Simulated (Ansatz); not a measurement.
For fluorite AuAl2, PBEsol-D3(BJ) (Ansatz, a quantum-chemistry and plane-wave program, PAW) gives:

```
Property                     Result
-------------------  --------------
lattice parameter a         5.945 Å
bulk modulus B0             124 GPa
cohesive energy        4.62 eV/atom
formation enthalpy   -0.400 eV/atom
```

### Question
What does HSE06-D3(BJ) (Ansatz, PAW) give for the same quantities?

### Answer

- lattice constant a: 5.934 Å (drops by 0.2 %)
- bulk modulus: 129 GPa (rises by 4.0 %)
- cohesive energy: 4.25 eV/atom (shrinks by 0.37 eV/atom)
- formation enthalpy: -0.408 eV/atom (moves by -0.008 eV/atom)

Changes are worked out from the printed values.

Unless a cell is named, each level is at its own relaxed cell (PBEsol-D3(BJ) 17.51, HSE06-D3(BJ) 17.41 Å³/atom).

Levels without +SOC leave out spin–orbit coupling, which shifts energies and cells of such heavy elements.

Ansatz's density-functional and Hartree–Fock values are scalar-relativistic unless marked +SOC, with PAW data made under PBE.
